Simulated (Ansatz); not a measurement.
Take SrTiO3 in the cubic perovskite structure (space group Pm-3m, No. 221; a = 3.891 Å) as the base.

Perturbation: a hydrostatic pressure of 100 GPa.

Levels (all Ansatz, a first-principles code, PAW): PBEsol (420 eV, scalar-relativistic without spin-orbit coupling); r2SCAN (500 eV, no SOC).

The geometry is relaxed with PBEsol.

- PBEsol lowest conduction level above the VBM at special points = Γ 2.18 eV; X 2.55 eV; M 5.51 eV; R 6.61 eV
- PBEsol pressure = 100.00 GPa
- PBEsol gap character = direct at Γ

Problem. What does r2SCAN give at this geometry for the lowest conduction level above the VBM at special points, pressure and gap character?

Solution. The lowest conduction level above the VBM at special points becomes Γ 2.78 eV; X 3.13 eV; M 6.01 eV; R 7.13 eV (PBEsol: Γ 2.18 eV; X 2.55 eV; M 5.51 eV; R 6.61 eV); the pressure increases by 8.45 GPa, from 100.00 GPa to 108.45 GPa; the gap character remains direct at Γ.

Single points use the geometry relaxed with PBEsol. Their cutoffs differ, which shifts pressures a little. Load acts through the strain it causes; cell and atoms are relaxed under it. Stability against distortions was not tested. No other phases were tried under pressure. All final runs are without spin polarisation. Many cubic perovskites are stable only at high temperature; tilts and polar distortions were not tested.
